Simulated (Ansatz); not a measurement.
Consider GaN in the zinc blende structure (space group F-43m, No. 216; a = 4.455 Å).

Computed with Ansatz (a quantum-chemistry and plane-wave program) LDA, spin-orbit coupling left out.

For the base:

| Item | Value |
|---|---|
| Width of the top valence band | 3.86 eV |
| Valley order | Γ 1.96 eV; X along ⟨100⟩ 3.27 eV |
| Volume per atom | 11.06 Å³ |

Now apply this change: a hydrostatic pressure of 0.9 GPa.

Q: Predict the new width of the top valence band, valley order and volume per atom.

A: The width of the top valence band goes up by 0.023 eV to 3.89 eV; the valley order (the lowest conduction-band minima on the path, energy above the VBM, named in the base's zone) changes from Γ 1.96 eV; X along ⟨100⟩ 3.27 eV to Γ 1.98 eV; X along ⟨100⟩ 3.27 eV; the volume per atom decreases by 0.05 Å³, from 11.06 Å³ to 11.01 Å³.

The levels and masses belong to the bands next to the band gap. Load acts through the strain it causes; cell and atoms are relaxed under it. No phonon test of stability was made. This is not the structure that GaN has at room temperature and ambient pressure.
